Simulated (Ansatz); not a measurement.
Start from HfO2 in the fluorite structure (space group Fm-3m, No. 225).

```yaml
crystal:
  lattice:
    - [0.00000, 2.52188, 2.52188]
    - [2.52188, 0.00000, 2.52188]
    - [2.52188, 2.52188, 0.00000]
  atoms:
    - { symbol: Hf, position: [0.00000, 0.00000, 0.00000] }
    - { symbol: O, position: [0.25000, 0.25000, 0.25000] }
    - { symbol: O, position: [0.75000, 0.75000, 0.75000] }
```

Cartesian axes are those of the cell as printed.

Level of theory: plane-wave PAW DFT at the PBEsol level (Ansatz, a quantum-chemistry and plane-wave program, 420 eV), no SOC.

Before the change:

* **Shortest interatomic distance**: 2.184 Å
* **Pressure**: 0.00 GPa
* **Band gap**: 3.69 eV

Perturbation: tensor shear ε_xy = +0.57 % (engineering shear γ = 0.0114), atoms relaxed at fixed cell.

Q: Estimate the effect on the shortest interatomic distance.

A: The shortest interatomic distance drops by 0.006 Å (2.184 Å → 2.178 Å).

Q: Estimate the effect on the pressure.

A: The pressure (mean of the normal stresses, compression positive) stays essentially unchanged (0.00 GPa against 0.02 GPa).

Q: What does the calculation give for the energy relative to the base after the change?

A: The energy increases by 0.3 meV/atom.

Q: Estimate the effect on the band gap.

A: The band gap is still 3.69 eV.

With Hf present, leaving out spin-orbit coupling can change the band edges. The cells carry an imposed strain or load. Stability against distortions was not tested. This is not the structure that HfO2 has at room temperature and ambient pressure.
